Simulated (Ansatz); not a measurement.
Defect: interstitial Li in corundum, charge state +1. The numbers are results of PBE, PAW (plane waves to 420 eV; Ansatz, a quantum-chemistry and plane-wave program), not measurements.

Settings: 120 host sites, the relaxed PBE lattice, the Γ point alone, smearing 0.01 eV, spin-restricted, no image-charge correction. Energies are static. The charge state is imposed; whether it is stable for some Fermi level was not computed. Sites that were not tried may lie lower. The start lies 1.17 eV above the lowest site run (PBE).

Barriers: single points on a 2×2×2 k-point mesh shifted by half a step along c at the bands' geometries.

Relaxed starting cell (atoms counted from 1):

```
CELL_PARAMETERS angstrom
      9.61750     0.00000     0.00000
     -4.80875     8.32900     0.00000
      0.00000     0.00000    13.12510
ATOMIC_POSITIONS crystal
  Al 0.99976 0.99965 0.32828
  Al 0.99854 0.49704 0.35093
  Al 0.49832 0.00080 0.35095
  Al 0.50227 0.50100 0.35095
  Al 0.33520 0.16790 0.18348
  Al 0.33304 0.66628 0.18342
  Al 0.83145 0.16683 0.18351
  Al 0.83251 0.66416 0.18351
  Al 0.17264 0.33767 0.31223
  Al 0.16487 0.82673 0.31222
  Al 0.66637 0.33295 0.31391
  Al 0.66168 0.83447 0.31220
  Al 0.34039 0.17365 0.48247
  Al 0.33304 0.66628 0.48152
  Al 0.82566 0.16620 0.48240
  Al 0.83315 0.65898 0.48238
  O  0.34312 0.99996 0.25207
  O  0.35000 0.50288 0.24998
  O  0.84324 0.99684 0.24618
  O  0.84722 0.49900 0.25029
  O  0.15343 0.15611 0.24617
  O  0.15265 0.64933 0.24998
  O  0.65160 0.15210 0.25030
  O  0.65665 0.65621 0.25209
  O  0.31935 0.33463 0.41521
  O  0.31712 0.83396 0.41661
  O  0.81918 0.33268 0.41663
  O  0.83652 0.84358 0.42025
  O  0.16536 0.48268 0.41664
  O  0.15575 0.99249 0.42026
  O  0.66668 0.48605 0.41661
  O  0.66467 0.98423 0.41518
  O  0.00685 0.16278 0.42026
  O  0.01510 0.67994 0.41518
  O  0.51329 0.18019 0.41660
  O  0.51665 0.68220 0.41664
  O  0.99936 0.34266 0.25211
  O  0.00251 0.84594 0.24616
  O  0.50033 0.34776 0.25030
  O  0.49649 0.84666 0.24996
  Al 0.32549 0.15971 0.68954
  Al 0.33305 0.66631 0.68765
  Al 0.83963 0.16533 0.68947
  Al 0.83406 0.67394 0.68947
  Al 0.17054 0.34142 0.52071
  Al 0.17070 0.82880 0.52069
  Al 0.66642 0.33301 0.52056
  Al 0.65791 0.82863 0.52068
  Al 0.99966 0.99959 0.51272
  Al 0.99784 0.49852 0.64977
  Al 0.50050 0.00153 0.64978
  Al 0.50085 0.49887 0.64977
  Al 0.16521 0.33302 0.81596
  Al 0.16759 0.83410 0.81594
  Al 0.66641 0.33301 0.81369
  Al 0.66633 0.83175 0.81593
  O  0.17480 0.16472 0.57781
  O  0.17927 0.66306 0.58297
  O  0.68023 0.16538 0.58291
  O  0.68166 0.66771 0.58279
  O  0.48494 0.31914 0.58292
  O  0.48358 0.82008 0.58297
  O  0.98589 0.31773 0.58278
  O  0.98969 0.82445 0.57781
  O  0.16008 0.00197 0.75968
  O  0.15254 0.50022 0.75003
  O  0.65416 0.99876 0.74883
  O  0.65216 0.49913 0.74940
  O  0.99731 0.15764 0.75969
  O  0.00062 0.65501 0.74883
  O  0.50026 0.15261 0.74938
  O  0.49913 0.65187 0.75004
  O  0.34437 0.34519 0.74881
  O  0.34749 0.84686 0.75001
  O  0.84675 0.34720 0.74939
  O  0.84177 0.83934 0.75965
  O  0.33167 0.01348 0.58273
  O  0.33629 0.51577 0.58297
  O  0.83460 0.00966 0.57777
  O  0.83399 0.51445 0.58292
  Al 0.16763 0.33422 0.01820
  Al 0.16639 0.83174 0.01817
  Al 0.66637 0.33293 0.01829
  Al 0.66517 0.83298 0.01818
  Al 0.99966 0.99960 0.85313
  Al 0.99964 0.50016 0.85275
  Al 0.50036 0.99973 0.85276
  Al 0.49921 0.49904 0.85274
  Al 0.33346 0.16581 0.97959
  Al 0.33307 0.66633 0.98027
  Al 0.83354 0.16720 0.97965
  Al 0.83215 0.66587 0.97963
  Al 0.99972 0.99962 0.13493
  Al 0.99982 0.49924 0.14653
  Al 0.49917 0.99950 0.14654
  Al 0.50014 0.50016 0.14654
  O  0.01413 0.33716 0.91944
  O  0.01428 0.83269 0.91974
  O  0.51319 0.33230 0.91633
  O  0.51285 0.83268 0.91667
  O  0.31962 0.48648 0.91668
  O  0.32284 0.98522 0.91943
  O  0.81892 0.48615 0.91635
  O  0.81822 0.98508 0.91977
  O  0.48666 0.16691 0.08423
  O  0.48641 0.66721 0.08419
  O  0.98568 0.16777 0.08247
  O  0.98607 0.66523 0.08373
  O  0.33413 0.32039 0.08375
  O  0.33212 0.81873 0.08419
  O  0.83244 0.31927 0.08422
  O  0.83156 0.81742 0.08248
  O  0.18192 0.01370 0.08246
  O  0.18059 0.51294 0.08420
  O  0.67896 0.01329 0.08374
  O  0.68007 0.51270 0.08421
  O  0.16668 0.18116 0.91973
  O  0.16669 0.67974 0.91666
  O  0.66704 0.18043 0.91634
  O  0.66223 0.67655 0.91942
  Li 0.99991 0.99989 0.68093
```
Cell charge +1.

End state 1 differs by these moves (Å; atoms that move under 0.08 Å are left out):

```json
[
 {"atom": "1", "element": "Al", "Δx": "0.00", "Δy": "0.00", "Δz": "0.49"},
 {"atom": "19", "element": "O", "Δx": "0.00", "Δy": "0.05", "Δz": "0.10"},
 {"atom": "21", "element": "O", "Δx": "0.04", "Δy": "-0.02", "Δz": "0.10"},
 {"atom": "28", "element": "O", "Δx": "-0.12", "Δy": "-0.10", "Δz": "-0.03"},
 {"atom": "30", "element": "O", "Δx": "0.15", "Δy": "-0.06", "Δz": "-0.03"},
 {"atom": "33", "element": "O", "Δx": "-0.03", "Δy": "0.16", "Δz": "-0.03"},
 {"atom": "38", "element": "O", "Δx": "-0.04", "Δy": "-0.02", "Δz": "0.10"},
 {"atom": "41", "element": "Al", "Δx": "0.05", "Δy": "0.04", "Δz": "-0.07"},
 {"atom": "43", "element": "Al", "Δx": "-0.06", "Δy": "0.02", "Δz": "-0.07"},
 {"atom": "44", "element": "Al", "Δx": "0.02", "Δy": "-0.06", "Δz": "-0.07"},
 {"atom": "49", "element": "Al", "Δx": "0.00", "Δy": "0.00", "Δz": "1.76"},
 {"atom": "53", "element": "Al", "Δx": "-0.02", "Δy": "-0.06", "Δz": "-0.07"},
 {"atom": "54", "element": "Al", "Δx": "-0.05", "Δy": "0.05", "Δz": "-0.07"},
 {"atom": "56", "element": "Al", "Δx": "0.06", "Δy": "0.02", "Δz": "-0.07"},
 {"atom": "65", "element": "O", "Δx": "0.00", "Δy": "-0.04", "Δz": "-0.25"},
 {"atom": "69", "element": "O", "Δx": "0.03", "Δy": "0.02", "Δz": "-0.25"},
 {"atom": "76", "element": "O", "Δx": "-0.03", "Δy": "0.02", "Δz": "-0.25"},
 {"atom": "85", "element": "Al", "Δx": "0.00", "Δy": "0.00", "Δz": "1.76"},
 {"atom": "93", "element": "Al", "Δx": "0.00", "Δy": "0.00", "Δz": "0.49"},
 {"atom": "107", "element": "O", "Δx": "0.12", "Δy": "-0.10", "Δz": "-0.03"},
 {"atom": "112", "element": "O", "Δx": "0.02", "Δy": "0.16", "Δz": "-0.03"},
 {"atom": "113", "element": "O", "Δx": "-0.15", "Δy": "-0.06", "Δz": "-0.03"},
 {"atom": "121", "element": "Li", "Δx": "0.00", "Δy": "0.00", "Δz": "1.82"}
]
```

**Question.** What forward and backward barriers to end state 1 does PBE, PAW give?

**Answer.** forward 2.94 eV, backward 2.94 eV; at the saddle point atom 121 has neighbours 3 O at 1.70 Å. The saddle point's order was not checked, and it lies on a symmetry element of the cell, where a band can be held.
